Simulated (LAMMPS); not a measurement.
System: a melt made from CdTe (zinc blende), 4096 atoms, at 940 K and 0 GPa, brought to that temperature within a few picoseconds.

Method: classical MD, pair style sw, file CdTeZnSeHgS0.sw; code LAMMPS.

Question: Give g(r) against r (Å) as the simulation yields it.

Answer: State found: slow or partial motion within 60 ps, no clear phase.
| r (Å) | g(r), Cd-Te |
|---|---|
| 2.340 | 0.001 |
| 2.380 | 0.000 |
| 2.420 | 0.002 |
| 2.460 | 0.021 |
| 2.500 | 0.069 |
| 2.540 | 0.206 |
| 2.580 | 0.548 |
| 2.620 | 1.12 |
| 2.660 | 2.01 |
| 2.700 | 3.16 |
| 2.740 | 4.40 |
| 2.780 | 5.45 |
| 2.820 | 6.22 |
| 2.860 | 6.45 |
| 2.900 | 6.24 |
| 2.940 | 5.63 |
| 2.980 | 4.72 |
| 3.020 | 3.77 |
| 3.060 | 2.96 |
| 3.100 | 2.31 |
| 3.140 | 1.76 |
| 3.180 | 1.32 |
| 3.220 | 1.01 |
| 3.260 | 0.751 |
| 3.300 | 0.574 |
| 3.340 | 0.476 |
| 3.380 | 0.389 |
| 3.420 | 0.339 |
| 3.460 | 0.296 |
| 3.500 | 0.274 |
| 3.540 | 0.240 |
| 3.580 | 0.237 |
| 3.620 | 0.220 |
| 3.660 | 0.222 |
| 3.700 | 0.219 |
| 3.740 | 0.229 |
| 3.780 | 0.222 |
| 3.820 | 0.225 |
| 3.860 | 0.225 |
| 3.900 | 0.236 |
| 3.940 | 0.254 |
| 3.980 | 0.262 |
| 4.020 | 0.310 |
| 4.060 | 0.320 |
| 4.100 | 0.358 |
| 4.140 | 0.388 |
| 4.180 | 0.435 |
| 4.220 | 0.453 |
| 4.260 | 0.492 |
| 4.300 | 0.528 |
| 4.340 | 0.559 |
| 4.380 | 0.611 |
| 4.420 | 0.661 |
| 4.460 | 0.698 |
| 4.500 | 0.726 |
| 4.540 | 0.766 |
| 4.580 | 0.782 |
| 4.620 | 0.833 |
| 4.660 | 0.872 |
| 4.700 | 0.919 |
| 4.740 | 0.939 |
| 4.780 | 0.974 |
| 4.820 | 0.958 |
| 4.860 | 1.01 |
| 4.900 | 1.03 |
| 4.940 | 1.04 |
| 4.980 | 1.05 |
| 5.020 | 1.07 |
| 5.060 | 1.10 |
| 5.100 | 1.11 |
| 5.140 | 1.13 |
| 5.180 | 1.13 |
| 5.220 | 1.13 |
| 5.260 | 1.17 |
| 5.300 | 1.14 |
| 5.340 | 1.15 |
| 5.380 | 1.16 |
| 5.420 | 1.15 |
| 5.460 | 1.15 |
| 5.500 | 1.14 |
| 5.540 | 1.11 |
| 5.580 | 1.11 |
| 5.620 | 1.06 |
| 5.660 | 1.09 |
| 5.700 | 1.05 |
| 5.740 | 1.04 |
| 5.780 | 1.03 |
| 5.820 | 0.998 |
| 5.860 | 0.979 |
| 5.900 | 0.978 |
| 5.940 | 0.985 |
| 5.980 | 0.961 |
| 6.020 | 0.947 |
| 6.060 | 0.924 |
| 6.100 | 0.955 |
| 6.140 | 0.958 |
| 6.180 | 0.951 |
| 6.220 | 0.979 |
| 6.260 | 0.960 |
| 6.300 | 0.991 |
| 6.340 | 1.00 |
| 6.380 | 0.993 |
| 6.420 | 1.03 |

Caution: enthalpy drifts during the constant-pressure average: a transition or slow ageing; fluctuation values are void.
